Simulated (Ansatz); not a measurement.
## NbRu, pressure series

The reference is NbRu (space group P4/mmm, No. 123).

```
NbRu
1.0
    3.02050     0.00000     0.00000
    0.00000     3.02050     0.00000
    0.00000     0.00000     3.39200
Nb Ru
1 1
Direct
  0.00000   0.00000   0.00000
  0.50000   0.50000   0.50000
```

Cell and atoms are relaxed at each pressure.

Computed with PBEsol/PAW in Ansatz (a quantum-chemistry and plane-wave program), scalar-relativistic without spin-orbit coupling.

```tsv
pressure (GPa)	volume per atom (Å³/atom)
-2	15.598
-1	15.536
0	15.473
0.3	15.455
0.7	?
3	15.297
5	15.184
7.5	15.050
10	14.921
```

Task: Fit the third-order Birch–Murnaghan form P(V) = (3B₀/2)[(V₀/V)^(7/3) − (V₀/V)^(5/3)]·[1 + (3/4)(B₀′ − 4)((V₀/V)^(2/3) − 1)] (squares taken in P) to the rows shown and predict the withheld row.

Result: Least squares on the printed values gives V₀ = 15.474 Å³/atom, B₀ = 254 GPa, B₀′ = 4.3; this predicts 15.431 Å³/atom, and the run gives 15.431 Å³/atom, in agreement.

Load acts through the strain it causes; cell and atoms are relaxed under it. No phonon test of stability was made. No other phases were tried under pressure. The final runs are not spin-polarised. An odd electron count without spin: NbRu.
